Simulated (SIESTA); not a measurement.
A self-consistent single point of ReB2 (P6_3/mmc, 6 atoms in the cell) with SIESTA.

Method: LDA PW92, numerical atomic orbitals SZP, PseudoDojo LDA standard norm-conserving potentials (rewritten from UPF to PSML) in SIESTA 5.4.2.

```
CELL_PARAMETERS angstrom
      2.90000     0.00000     0.00000
     -1.45000     2.51147     0.00000
      0.00000     0.00000     7.47800
ATOMIC_POSITIONS crystal
  Re 0.33333 0.66667 0.25000
  Re 0.66667 0.33333 0.75000
  B  0.33333 0.66667 0.54800
  B  0.66667 0.33333 0.04800
  B  0.33333 0.66667 0.95200
  B  0.66667 0.33333 0.45200
```

Reference input (self-consistent single point, DFT, LDA PW92, numerical atomic orbitals DZP, PseudoDojo LDA standard norm-conserving potentials (rewritten from UPF to PSML)): XC.functional = LDA; XC.authors = PW92; potentials = PseudoDojo LDA standard; PAO.BasisSize = DZP; PAO.EnergyShift = 0.01 Ry; MeshCutoff = 350 Ry; kgrid.MonkhorstPack = 7 7 3; OccupationFunction = FD; ElectronicTemperature = 1160.45 K; MaxSCFIterations = 150; SCF.Mixer.Method = Pulay; SCF.Mixer.Weight = 0.1. This run's input differs from it in these lines:

```diff
@@ -28,3 +28,3 @@
 XC.authors                   PW92
-PAO.BasisSize                DZP
+PAO.BasisSize                SZP
 PAO.EnergyShift              0.01 Ry
```

Output, abridged:

```
        iscf     Eharris(eV)        E_KS(eV)     FreeEng(eV)     dDmax    Ef(eV) dHmax(eV)
   scf:    1    -4941.847203    -5023.549625    -5023.594131  1.954137 -2.980931 17.838890
   scf:    2    -5049.600240    -5037.606101    -5037.658797  0.148688 -3.537568 12.163503
   scf:    3    -5048.934734    -5048.581869    -5048.634870  0.289068 -4.762511  0.884304
   scf:    4    -5035.181789    -5044.348178    -5044.411766  0.184076 -4.026769  7.282178
   scf:    5    -5050.137457    -5048.838269    -5048.901428  0.164802 -4.718120  0.269370
   [... 3 lines left out ...]
   scf:    9    -5048.843036    -5048.843042    -5048.905736  0.000122 -4.751258  0.004230
   scf:   10    -5048.843063    -5048.843053    -5048.905738  0.000066 -4.751539  0.001583
   scf:   11    -5048.843065    -5048.843059    -5048.905738  0.000051 -4.751809  0.000014
   scf:   12    -5048.843059    -5048.843059    -5048.905738  0.000000 -4.751807  0.000009
SCF Convergence by DM+H criterion
max |DM_out - DM_in|         :     0.0000003991
max |H_out - H_in|      (eV) :     0.0000087122
SCF cycle converged after 12 iterations

Using DM_out to compute the final energy and forces

siesta: E_KS(eV) =            -5048.8431

siesta: E_KS - E_eggbox =     -5048.8431

siesta: Atomic forces (eV/Ang):
     1    0.000035   -0.000019   -0.000000
     2   -0.000035    0.000019   -0.000000
     3    0.000043   -0.000024    0.619108
     4   -0.000043    0.000024    0.619108
     5    0.000043   -0.000024   -0.619108
     6   -0.000043    0.000024   -0.619108
   Tot   -0.000000   -0.000000    0.000000
   Max    0.619108
   Res    0.291850    sqrt( Sum f_i^2 / 3N )
   Max    0.619108    constrained

   [... lines left out ...]
siesta: FreeEng =     -5048.905738
   [... lines left out ...]
siesta:     0.017294   -0.000001    0.000000
siesta:    -0.000001    0.017293    0.000000
siesta:    -0.000000    0.000000    0.028109

siesta: Cell volume =         54.464327 Ang**3

siesta: Pressure (static):
siesta:                Solid            Molecule  Units
siesta:          -0.00022762          0.00002175  Ry/Bohr**3
siesta:          -0.02089884          0.00199699  eV/Ang**3
siesta:         -33.48363477          3.19952895  kBar
```

The run converged in 12 iterations. Against the reference run the pressure goes from -7.97 to -3.35 GPa and the largest force goes from 0.208 to 0.619 eV/Å.

The starting cell comes from a database of published, mostly measured structures (it also holds non-ambient and calculated ones), without a prior relaxation at this level. Spin polarisation is off. Values carry the incompleteness of an atom-centred basis.

Cost on one core of a shared machine: roughly 60 s.
